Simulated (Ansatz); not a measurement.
Consider GaS in the beta-GaS type structure (space group P6_3/mmc, No. 194; layered, stacked along the Cartesian z axis).

```
GaS
1.0
    3.59064     0.00000     0.00000
   -1.79532     3.10958     0.00000
    0.00000     0.00000    15.44873
Ga S
4 4
Cartesian
  0.00000   2.07305   2.63813
  1.79532   1.03653  10.36250
  1.79532   1.03653  12.81060
  0.00000   2.07305   5.08624
  0.00000   2.07305   9.27468
  1.79532   1.03653   1.55031
  1.79532   1.03653   6.17406
  0.00000   2.07305  13.89842
```

Level of theory: plane-wave PAW DFT at the PBE-D3(BJ) level (Ansatz, a quantum-chemistry and plane-wave program, 420 eV), spin-orbit coupling left out.

Before the change:

| Quantity | Result |
|---|---|
| In-plane lattice parameter a | 359.1 pm |

Modification: a free-standing slab of 3 layers (12 atoms, 4 a layer) is cut normal to the stacking axis, with 15 Å of vacuum and the in-plane cell relaxed.

**Question.** What happens to the gap character, excess energy per area of both faces and in-plane lattice parameter a?

**Answer.** The gap character amounts to indirect, K–Γ (90 % along) → M; the excess energy per area of both faces (slab less bulk energy over the cell's area: twice a surface energy) amounts to 0.30 J/m²; the in-plane lattice parameter a is still 359.1 pm.

Slab and bulk use different k-meshes, which limits the precision of the excess energy. Stability against distortions was not tested. k-point labels follow each cell's own Brillouin zone.
